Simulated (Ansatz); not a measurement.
Start from SiC (space group P6_3mc, No. 186; a = 3.058 Å, c = 10.012 Å). Axes: x lies along a and z along c of the hexagonal cell.

All numbers come from LDA/PAW in Ansatz (a quantum-chemistry and plane-wave program), no SOC.

For the base:

* **Band gap**: 2.18 eV
* **Valence-band top at Γ**: 0.00, 0.00, -0.05 eV

It is then changed as follows: biaxial strain +1.50 %, plane normal [001], relaxed out of plane (Cartesian); in-plane vectors clamped, the third vector and the atoms free.

Task: How does this affect the band gap, ratio −ε⊥/ε∥ and valence-band top at Γ?

Result: The band gap decreases by 0.05 eV, from 2.18 eV to 2.13 eV; the ratio −ε⊥/ε∥ amounts to 0.21; the valence-band top at Γ (three highest levels, from the VBM) changes from 0.00, 0.00, -0.05 eV to 0.00, -0.11, -0.11 eV.

Stability against distortions was not tested.
